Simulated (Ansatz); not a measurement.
Consider HfPbO3 in the cubic perovskite structure (space group Pm-3m, No. 221; a = 4.119 Å; a cell from a computed database, its experimental status unchecked). Axes: x, y, z lie along the cube axes.

Modification: biaxial strain −3.60 %, plane normal [001], relaxed out of plane (Cartesian); in-plane vectors clamped, the third vector and the atoms free.

Levels (all Ansatz, an electronic-structure program, PAW): PBEsol (420 eV, spin-orbit coupling left out); r2SCAN (500 eV, no SOC); HSE06 (420 eV, without spin-orbit coupling).

One geometry, relaxed with PBEsol, under each level:

| level | band gap | lowest conduction level above the VBM at special points | pressure |
|---|---|---|---|
| PBEsol | 2.15 eV | X 2.15 eV; Z 2.51 eV; M 4.01 eV; Γ 4.03 eV | 11.46 GPa |
| r2SCAN | 2.70 eV | X 2.70 eV; Z 3.05 eV; M 4.58 eV; Γ 4.64 eV | 13.78 GPa |
| HSE06 | 3.24 eV | X 3.24 eV; Z 3.63 eV; M 5.21 eV; Γ 5.44 eV | – |

Single points use the geometry relaxed with PBEsol. Their cutoffs differ, which shifts pressures a little. HSE06 gaps are upper bounds (no full band path). With Hf and Pb present, leaving out spin-orbit coupling can change the band edges. Whether these cells are dynamically stable was not tested. Many cubic perovskites are stable only at high temperature; tilts and polar distortions were not tested. Labels are those of the standard path for the cell's own space group.
